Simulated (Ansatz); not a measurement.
The reference is TiO$_{2}$ in the anatase structure (space group I4_1/amd, No. 141; a = 3.770 Å, c = 9.552 Å).

Levels (all Ansatz, a quantum-chemistry and plane-wave program, PAW): PBEsol (420 eV, no spin-orbit coupling); HSE06 (420 eV, no spin-orbit coupling).

Its gap is 2.11 eV with PBEsol and 3.65 eV with HSE06.

One thing is altered: a hydrostatic pressure of 7.5 GPa.

With PBEsol the gap becomes 2.04 eV.

### Question
If the HSE06 correction stayed the same, what would the HSE06 gap be, and what does the HSE06 run give?

### Answer
A rigid correction of +1.54 eV gives 3.58 eV. The HSE06 run gives 3.59 eV, so the two effects roughly add.

Single points use the geometry relaxed with PBEsol. HSE06 was sampled on its mesh, a few special points and the semilocal edge points, so its gap is an upper bound. Load acts through the strain it causes; cell and atoms are relaxed under it. Stability against distortions was not tested. Competing high-pressure phases were not computed. The base started in C2/c and relaxed to I4_1/amd at this level. The final runs are not spin-polarised.
